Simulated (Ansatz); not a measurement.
## What pressure 0.7 GPa does to Ca

Consider Ca in the fcc (Cu type) structure (space group Fm-3m, No. 225; a = 5.4552 Å).

Now apply this change: a hydrostatic pressure of 0.7 GPa.

Level of theory: plane-wave PAW DFT at the PBEsol level (Ansatz, a first-principles code, 420 eV), spin-orbit coupling left out. Γ-centred 15×15×15 mesh, Fermi–Dirac width 0.05 eV.

| quantity | base | changed | shift |
|---|---|---|---|
| volume per atom | 40.59 Å³ | 39.11 Å³ | -1.471 Å³ |
| density | 1.64 g/cm³ | 1.70 g/cm³ | +0.06 g/cm³ |
| lattice parameter a | 5.455 Å | 5.388 Å | -0.067 Å |
| shortest interatomic distance | 3.857 Å | 3.810 Å | -0.047 Å |
| enthalpy H = E + PV relative to the base's energy | – | +0.17 eV/atom | – |
| band gap | zero | zero | – |

Load acts through the strain it causes; cell and atoms are relaxed under it. Stability against distortions was not tested.
